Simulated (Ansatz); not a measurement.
We look at the formation energy of the neutral V_C in ZrC (rock salt, Fm-3m). Reaction: 32 ZrC (rock salt) → cell A + C (graphite).

Cell A: a supercell of 64 sites of ZrC (rock salt, Fm-3m) with one empty C site amid 6 Zr; spin state with PBE: run without spin, k-point mesh 3×3×3.
```yaml
crystal:
  lattice:
    - [9.34780, 0.00000, 0.00000]
    - [0.00000, 9.34780, 0.00000]
    - [0.00000, 0.00000, 9.34780]
  atoms:
    - { symbol: Zr, position: [0.99860, 0.00000, 0.00000] }
    - { symbol: Zr, position: [0.00033, 0.25033, 0.24967] }
    - { symbol: Zr, position: [0.25000, 0.00000, 0.25140] }
    - { symbol: Zr, position: [0.25000, 0.24183, 0.00000] }
    - { symbol: C, position: [0.25000, 0.00000, 0.00000] }
    - { symbol: C, position: [0.25000, 0.25108, 0.24892] }
    - { symbol: C, position: [0.00004, 0.00000, 0.24996] }
    - { symbol: C, position: [0.00108, 0.25108, 0.00000] }
    - { symbol: Zr, position: [0.99972, 0.00000, 0.50000] }
    - { symbol: Zr, position: [0.00033, 0.25033, 0.75033] }
    - { symbol: Zr, position: [0.25000, 0.00000, 0.74860] }
    - { symbol: Zr, position: [0.25000, 0.24860, 0.50000] }
    - { symbol: C, position: [0.25000, 0.00000, 0.50000] }
    - { symbol: C, position: [0.25000, 0.25108, 0.75108] }
    - { symbol: C, position: [0.00004, 0.00000, 0.75004] }
    - { symbol: C, position: [0.00004, 0.25004, 0.50000] }
    - { symbol: Zr, position: [0.99183, 0.50000, 0.00000] }
    - { symbol: Zr, position: [0.00033, 0.74967, 0.24967] }
    - { symbol: Zr, position: [0.25000, 0.50000, 0.25817] }
    - { symbol: Zr, position: [0.25000, 0.75817, 0.00000] }
    - { symbol: C, position: [0.25000, 0.74892, 0.24892] }
    - { symbol: C, position: [0.00108, 0.50000, 0.24892] }
    - { symbol: C, position: [0.00108, 0.74892, 0.00000] }
    - { symbol: Zr, position: [0.99860, 0.50000, 0.50000] }
    - { symbol: Zr, position: [0.00033, 0.74967, 0.75033] }
    - { symbol: Zr, position: [0.25000, 0.50000, 0.74183] }
    - { symbol: Zr, position: [0.25000, 0.75140, 0.50000] }
    - { symbol: C, position: [0.25000, 0.50000, 0.50000] }
    - { symbol: C, position: [0.25000, 0.74892, 0.75108] }
    - { symbol: C, position: [0.00108, 0.50000, 0.75108] }
    - { symbol: C, position: [0.00004, 0.74996, 0.50000] }
    - { symbol: Zr, position: [0.50140, 0.00000, 0.00000] }
    - { symbol: Zr, position: [0.49967, 0.25033, 0.24967] }
    - { symbol: Zr, position: [0.75000, 0.00000, 0.25028] }
    - { symbol: Zr, position: [0.75000, 0.24860, 0.00000] }
    - { symbol: C, position: [0.75000, 0.00000, 0.00000] }
    - { symbol: C, position: [0.75000, 0.25004, 0.24996] }
    - { symbol: C, position: [0.49996, 0.00000, 0.24996] }
    - { symbol: C, position: [0.49892, 0.25108, 0.00000] }
    - { symbol: Zr, position: [0.50028, 0.00000, 0.50000] }
    - { symbol: Zr, position: [0.49967, 0.25033, 0.75033] }
    - { symbol: Zr, position: [0.75000, 0.00000, 0.74972] }
    - { symbol: Zr, position: [0.75000, 0.24972, 0.50000] }
    - { symbol: C, position: [0.75000, 0.00000, 0.50000] }
    - { symbol: C, position: [0.75000, 0.25004, 0.75004] }
    - { symbol: C, position: [0.49996, 0.00000, 0.75004] }
    - { symbol: C, position: [0.49996, 0.25004, 0.50000] }
    - { symbol: Zr, position: [0.50817, 0.50000, 0.00000] }
    - { symbol: Zr, position: [0.49967, 0.74967, 0.24967] }
    - { symbol: Zr, position: [0.75000, 0.50000, 0.25140] }
    - { symbol: Zr, position: [0.75000, 0.75140, 0.00000] }
    - { symbol: C, position: [0.75000, 0.50000, 0.00000] }
    - { symbol: C, position: [0.75000, 0.74996, 0.24996] }
    - { symbol: C, position: [0.49892, 0.50000, 0.24892] }
    - { symbol: C, position: [0.49892, 0.74892, 0.00000] }
    - { symbol: Zr, position: [0.50140, 0.50000, 0.50000] }
    - { symbol: Zr, position: [0.49967, 0.74967, 0.75033] }
    - { symbol: Zr, position: [0.75000, 0.50000, 0.74860] }
    - { symbol: Zr, position: [0.75000, 0.75028, 0.50000] }
    - { symbol: C, position: [0.75000, 0.50000, 0.50000] }
    - { symbol: C, position: [0.75000, 0.74996, 0.75004] }
    - { symbol: C, position: [0.49892, 0.50000, 0.75108] }
    - { symbol: C, position: [0.49996, 0.74996, 0.50000] }
```

Reference: C (graphite, P6₃/mmc), 4 atoms in the cell, k-point mesh 18×18×6 on the run's own vectors. Conventional cell: a = 2.4650 Å, b = 2.4650 Å, c = 6.7411 Å, α = 90.00°, β = 90.00°, γ = 120.00°.

Reference: ZrC (rock salt, Fm-3m), 64 atoms in the cell, the relaxed perfect crystal repeated, atoms not moved again, k-point mesh 3×3×3 on the run's own vectors.

Plane-wave PAW calculations with Ansatz (a first-principles code), its PAW set soft_1, cutoff 420 eV, 500 eV for r2SCAN. The structures are at rest with PBE+D3(BJ), within the held lattices; other levels are single points on them. Neutral cells; Fermi-Dirac smearing of at most 0.05 eV in the solids, energies taken to zero width. The lattices are those relaxed with PBE+D3(BJ), so at other levels the solids can be strained, which adds to the spread. Larger cells are relaxed from a start prepared with the learned potential CHGNet, on a coarser mesh till forces fall under 0.03 eV/Å, which some starts already meet. A dispersion term (D3(BJ), or D4 for r2SCAN) was computed beside these levels and is taken off wherever the name lacks it. Space groups of crystals are read within 0.01 Å. Static lattices, no vibrational contributions. Cells are local rest points, mostly with their start's symmetry. No correction for cell size. Mesh and cell size may move defect energies by 0.1 eV or more. The value holds for the reservoirs listed; other chemical potentials shift it. Cell A has symmetry Pm-3m within 0.02 Å and got no random move, so less symmetric positions, which may lie lower, weren't tried.

**Question.** Estimate the value that PBE returns for this input.

**Answer.** 1.14 eV, for 32 ZrC (rock salt) → cell A + C (graphite).

**Question.** List the value at the remaining levels and say how far they part.

**Answer.** 
```tsv
Method	value (eV)	less PBE
r2SCAN	1.44	0.30
r2SCAN+D4	1.52	0.38
```

The levels shown span 0.38 eV, from PBE (1.14) to r2SCAN+D4 (1.52).
